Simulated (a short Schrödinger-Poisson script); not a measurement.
System: gated Al0.4Ga0.6As/GaAs modulation-doped gas in a quantum well, at 300 K.

```tsv
layer	material	thickness (nm)	Nd (cm⁻³)	Na (cm⁻³)
1	Al0.4Ga0.6As	15	-	-
2	Al0.4Ga0.6As	20	1e18	-
3	Al0.4Ga0.6As	3	-	-
4	GaAs	15	-	-
5	Al0.4Ga0.6As	4000	-	5e15
```

The device is made up for the run: typed textbook-type constants, with dimensions and the other settings drawn at random. Al0.4Ga0.6As: permittivity 11.76, conduction-band edge (eV) 0.316, gap (eV) 1.923, electron mass (mₑ) 0.1002, Nv at 300 K (cm⁻³) 9e18. GaAs: permittivity 12.9, conduction-band edge (eV) 0, gap (eV) 1.424, Nv at 300 K (cm⁻³) 9e18.

Channel valleys (confinement mass, in-plane density-of-states mass, number): Γ 0.067, 0.067, 1. At the gate the conduction-band edge of layer 1 lies 1.07 eV − eVg above the Fermi level of the channel; the field vanishes at the back. The barrier under the gate holds no holes. Gaps are held at their typed values at every temperature. Mesh 0.08 nm at interfaces.

Solved with a short Schrödinger-Poisson script written for these runs: 1D Poisson equation in equilibrium, electrons quantum, Hartree plus LDA exchange-correlation (BenDaniel-Duke, 40 states a valley, the channel's in-plane mass for all, wave functions free to enter the barrier), parabolic valleys, classical holes, full ionisation, no traps, pinning or gate leakage.

The same stack at other levels of the model or other numerical settings:

| run | sheet density of all electrons at Vg = 0.5 V (cm⁻²) | capacitance at Vg = 0.5 V (μF/cm²) | centroid of the channel electrons at Vg = 0.5 V (nm) | gate voltage at 1e11 electrons/cm² (V) | rough cost against the base |
|---|---|---|---|---|---|
| base | 4.95e11 | 0.233 | 5.35 | 0.21 | about 1 |
| electrons treated as classical, Boltzmann | 5.28e11 | … | 3.72 | 0.19 | 0.02 |
| electrons treated as classical, Fermi-Dirac | … | 0.233 | 4.35 | 0.20 | 0.09 |
| electrons treated as quantum, Hartree | 4.80e11 | 0.230 | 5.44 | 0.21 | 0.6 |
| mesh six times as coarse | 4.94e11 | 0.233 | … | 0.21 | 0.2 |
| one subband a valley | 4.88e11 | 0.232 | 5.01 | 0.21 | 0.2 |

Q: Some entries are withheld; supply them.

A: 
- electrons treated as classical, Boltzmann, capacitance at Vg = 0.5 V (μF/cm²): 0.245
- electrons treated as classical, Fermi-Dirac, sheet density of all electrons at Vg = 0.5 V (cm⁻²): 5.06e11
- mesh six times as coarse, centroid of the channel electrons at Vg = 0.5 V (nm): 5.33

The classical rows ignore confinement, and Boltzmann statistics overrate the density once the band edge passes the Fermi level.
